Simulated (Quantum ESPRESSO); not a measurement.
A self-consistent single point of Mg16Al13 (I-43m, 29 atoms in the cell) with Quantum ESPRESSO.

Level of theory: optB88-vdW, SSSP 1.1.2 efficiency (PBE) pseudopotentials (plane waves; Quantum ESPRESSO).

```
Mg16Al13
1.0
   -5.30302     5.30302     5.30302
    5.30302    -5.30302     5.30302
    5.30302     5.30302    -5.30302
Mg Al
16 13
Direct
  0.31630   0.00000   0.60256
  0.00000   0.60256   0.31630
  0.39744   0.71374   0.39744
  0.28626   0.68370   0.68370
  0.68370   0.28626   0.68370
  0.00000   0.31630   0.60256
  0.60256   0.00000   0.31630
  0.71374   0.39744   0.39744
  0.60256   0.31630   0.00000
  0.39744   0.39744   0.71374
  0.68370   0.68370   0.28626
  0.31630   0.60256   0.00000
  0.65546   0.65546   0.65546
  0.34454   0.00000   0.00000
  0.00000   0.00000   0.34454
  0.00000   0.34454   0.00000
  0.00000   0.00000   0.00000
  0.18478   0.18478   0.81760
  0.81522   0.63282   0.00000
  0.36718   0.36718   0.18240
  0.63282   0.81522   0.00000
  0.81760   0.18478   0.18478
  0.00000   0.81522   0.63282
  0.18240   0.36718   0.36718
  0.00000   0.63282   0.81522
  0.18478   0.81760   0.18478
  0.63282   0.00000   0.81522
  0.36718   0.18240   0.36718
  0.81522   0.00000   0.63282
```

Reference input (self-consistent single point, DFT, PBEsol, plane waves, SSSP 1.1.2 efficiency (PBE) pseudopotentials): ecutwfc = 35 Ry; ecutrho = 280 Ry; occupations = smearing; smearing = methfessel-paxton; degauss = 0.0073499 Ry; input_dft = pbesol; potentials = {Mg: Mg.pbe-n-kjpaw_psl.0.3.0.UPF, Al: Al.pbe-n-kjpaw_psl.1.0.0.UPF}; K_POINTS = automatic 3 3 3 0 0 0; conv_thr = 1e-08 Ry; mixing_beta = 0.7. This run's input differs from it in these lines:

```diff
@@ -17,3 +17,3 @@
   degauss = 0.0073499
-  input_dft = 'pbesol'
+  input_dft = 'vdw-df-obk8'
 /
```

Log, with long lists cut:

```
     Self-consistent Calculation

     iteration #  1     ecut=    35.00 Ry     beta= 0.70

     Threshold (ethr) on eigenvalues was too large:
     Diagonalizing with lowered threshold

     total energy              =   -1067.71078349 Ry
     estimated scf accuracy    <       0.57546618 Ry

     iteration #  2     ecut=    35.00 Ry     beta= 0.70

     total energy              =   -1067.64953566 Ry
     estimated scf accuracy    <       1.57545846 Ry

     iteration #  3     ecut=    35.00 Ry     beta= 0.70

     total energy              =   -1067.94417912 Ry
     estimated scf accuracy    <       0.06602460 Ry

   [... 7 blocks of this kind left out ...]

     iteration # 11     ecut=    35.00 Ry     beta= 0.70

     total energy              =   -1067.96671755 Ry
     estimated scf accuracy    <       0.00000001 Ry

     iteration # 12     ecut=    35.00 Ry     beta= 0.70
     End of self-consistent calculation

     the Fermi energy is     5.0988 ev

!    total energy              =   -1067.96671755 Ry
     estimated scf accuracy    <          4.7E-11 Ry
     smearing contrib. (-TS)   =      -0.00120263 Ry
     internal energy E=F+TS    =   -1067.96551492 Ry

     convergence has been achieved in  12 iterations

     Forces acting on atoms (cartesian axes, Ry/au):

     atom    1 type  1   force =     0.00025954   -0.00006894   -0.00025954
     atom    2 type  1   force =    -0.00006894   -0.00025954    0.00025954
     atom    3 type  1   force =    -0.00025954    0.00006894   -0.00025954
     atom    4 type  1   force =     0.00006894    0.00025954    0.00025954
     atom    5 type  1   force =     0.00025954    0.00006894    0.00025954
   [... 20 lines left out ...]
   [... lines left out ...]

     Total force =     0.015063     Total SCF correction =     0.000006

          total   stress  (Ry/bohr**3)                   (kbar)     P=       -9.82
  -0.00006676  -0.00000000  -0.00000000           -9.82       -0.00       -0.00
  -0.00000000  -0.00006676  -0.00000000           -0.00       -9.82       -0.00
  -0.00000000  -0.00000000  -0.00006676           -0.00       -0.00       -9.82

   JOB DONE.
```

The run converged in 12 iterations. Against the reference run the pressure goes from -2.28 to -0.98 GPa and the largest force goes from 0.128 to 0.139 eV/Å.

The starting cell comes from a database of computed structures (which also holds hypothetical and non-ambient phases and stackings), without a prior relaxation at this level. Its lattice was rescaled by a random factor within 2.5 % of one.

Cost on one core of a shared machine: roughly 8 min.
